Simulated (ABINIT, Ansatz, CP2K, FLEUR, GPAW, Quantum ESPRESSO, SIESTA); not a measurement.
Code comparison for Ga (Cmce, 4 atoms in the cell)

Self-consistent single point.

```yaml
crystal:
  lattice:
    - [2.19253, -3.75872, 0.00000]
    - [2.19253, 3.75872, 0.00000]
    - [0.00000, 0.00000, 4.50721]
  atoms:
    - { symbol: Ga, position: [0.65570, 0.34430, 0.41540] }
    - { symbol: Ga, position: [0.34430, 0.65570, 0.58460] }
    - { symbol: Ga, position: [0.84430, 0.15570, 0.91540] }
    - { symbol: Ga, position: [0.15570, 0.84430, 0.08460] }
```

All programs got the same cell, k-point mesh and kind of occupations (in Ansatz's words: kpoints.mp_grid.grid = 7 7 6; scf.occupations.method = gaussian; scf.occupations.width = 0.272 eV); potentials, basis and cutoffs are each program's usual ones.

| code | model | pressure (GPa) | largest force (eV/Å) | k-points | cutoff |
|---|---|---|---|---|---|
| SIESTA | GGA PBE, numerical atomic orbitals DZP, PseudoDojo PBE standard norm-conserving potentials (rewritten from UPF to PSML) | 6.45 | 0.216 | 151 | grid 400 Ry |
| GPAW | PBE, GPAW PAW datasets PBE (gpaw-data 1.0.1) | 6.45 | 0.072 | 64 | 550 eV |
| CP2K | PBE, GPW, DZVP-MOLOPT-SR-GTH basis, GTH-PBE potentials (GTH_POTENTIALS) | 5.78 | 0.117 | 148 | grid 600 Ry |
| ABINIT | PBE, PAW (JTH v2.0 PBE PAW) | 5.50 | 0.041 | 64 | 20 Ha |
| Ansatz | PBE, PAW files | 5.39 | 0.041 | 64 | default |
| FLEUR | PBE, all-electron FLAPW (FLEUR), scalar-relativistic valence | – | 0.033 | 64 | Kmax 3.6 1/bohr |
| Quantum ESPRESSO | PBE, PseudoDojo standard norm-conserving (PBE) pseudopotentials | 5.52 | 0.035 | 64 | 80 Ry |

A dash marks a value that a program does not give, or that is left out as unsure.

The spread over the programs that give each value: pressure within 1.06 GPa; largest force within 0.183 eV/Å.

The starting cell comes from a database of computed structures (which also holds hypothetical and non-ambient phases and stackings), without a prior relaxation at this level. Its lattice was rescaled by a random factor within 2.5 % of one. On Ansatz's run: In the base run, with a pressure of about 5 GPa the cell is away from its equilibrium volume at this level.

Question: Why do the programs differ, and what cannot be compared?

Answer: Differences of this kind can come from the potentials, where these differ, and from what each basis and cutoff leave unconverged. The valence holds different numbers of electrons (SIESTA 52, GPAW 12, CP2K 52, ABINIT 52, Ansatz (a quantum-chemistry and plane-wave program) 52, FLEUR 52, Quantum ESPRESSO 52). The zero of total energies and Fermi levels follows the potentials and each program's conventions, so they are not compared here. SIESTA and CP2K use small atom-centred bases, whose incompleteness enters pressures, forces and empty levels differently from a plane-wave cutoff. FLEUR treats all electrons, but the usual bases taken here (sphere radii, linearisation, local orbitals, empty states) were not tested for convergence, so the values are no reference for the others. Ansatz's pressure is given at a fixed set of plane waves, as the other plane-wave codes print theirs; with its correction for the finite basis it is 5.44 GPa. The programs reduce the same mesh by symmetry to different extents, which changes the work and not the result. In the force vectors, SIESTA (by 0.176) and CP2K (by 0.092) lie more than 0.08 eV/Å from the median of the plane-wave programs.

Left out of this page: Elk (not drawn, or without a comparable value).

Keys are those of Ansatz 0.2.
